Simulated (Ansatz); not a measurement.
Surface energy of faces of hcp Re in PBE and in RPBE, in Ansatz (plane waves, PAW). Symmetric slabs relaxed with PBE from ideal cuts in 1x1 cells (the lowest computed cut and spin start of each face; real faces may reconstruct in larger cells); RPBE values are single points on them, with the bulk at the same level. No spin-orbit coupling, no U.

| face | PBE (J/m²) | RPBE (J/m²) |
|---|---|---|
| (0001) | 2.63 | 2.43 |
| (10-10) | 2.90 | 2.70 |
| (10-11) | 3.34 | 3.13 |
| (10-12) | 3.36 | 3.15 |
| (11-20) | 3.13 | 2.92 |
| (11-21) | 3.40 | 3.19 |
| (20-21) | 3.19 | 2.98 |
| (21-30) | 3.15 | ? |
| (21-31) | 3.35 | 3.13 |

**Question.** Fit a straight line y = a·x + b by least squares to the 8 complete rows (x: PBE (J/m²); y: RPBE (J/m²)).

**Answer.** the means are x̄ = 3.1625 and ȳ = 2.9537; Σ(x − x̄)² = 0.51635 and Σ(x − x̄)(y − ȳ) = 0.50652, so a = 0.981 and b = ȳ − a·x̄ = -0.149. The largest residual is 0.008.

**Question.** What does the line predict for the withheld row, (21-30), and what did the calculation give?

**Answer.** the line gives 2.94; the calculation gave 2.94, a miss of 0.00, of the size of the fitted rows' scatter and rounding.

Ansatz is a first-principles code.
